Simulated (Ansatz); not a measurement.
We consider Ge2Sb2Te5 (P-3m1, No. 164, 9 atoms in the cell; start mp-1224375), described by PBEsol (Ansatz, a quantum-chemistry and plane-wave program, plane waves, PAW).

Settings: plane-wave cutoff 520 eV, 12×12×2 k mesh (along the axes of the cell as run), Fermi–Dirac smearing 0.01 eV, scalar-relativistic PAW data made under PBE.

Cell (relaxed with PBE-D3(BJ)):

```cif
data_Ge2Sb2Te5
_chemical_formula_sum 'Ge2 Sb2 Te5'
_space_group_name_H-M_alt 'P 1'
_space_group_IT_number 1
_cell_length_a 4.23288
_cell_length_b 4.23288
_cell_length_c 16.83203
_cell_angle_alpha 90.000
_cell_angle_beta 90.000
_cell_angle_gamma 120.000
loop_
_space_group_symop_operation_xyz
  'x, y, z'
loop_
_atom_site_label
_atom_site_type_symbol
_atom_site_fract_x
_atom_site_fract_y
_atom_site_fract_z
_atom_site_occupancy
Ge1 Ge 0.33333 0.66667 0.89906 1
Ge2 Ge 0.66667 0.33333 0.10094 1
Sb1 Sb 0.00000 0.00000 0.68137 1
Sb2 Sb 0.00000 0.00000 0.31863 1
Te1 Te 0.00000 0.00000 0.00000 1
Te2 Te 0.66667 0.33333 0.80044 1
Te3 Te 0.33333 0.66667 0.19956 1
Te4 Te 0.33333 0.66667 0.57871 1
Te5 Te 0.66667 0.33333 0.42129 1
```

### Question
What does this level give for the band gap?

### Answer

- band gap = 0.12 eV

Note: cell and atoms aren't relaxed at this level (largest force component 0.07 eV/Å, pressure -0.3 GPa).

Spin–orbit coupling is not included; it can close the smallest gap of 0.12 eV.

A start named mp-… is a Materials Project structure, which need not be a measured phase.
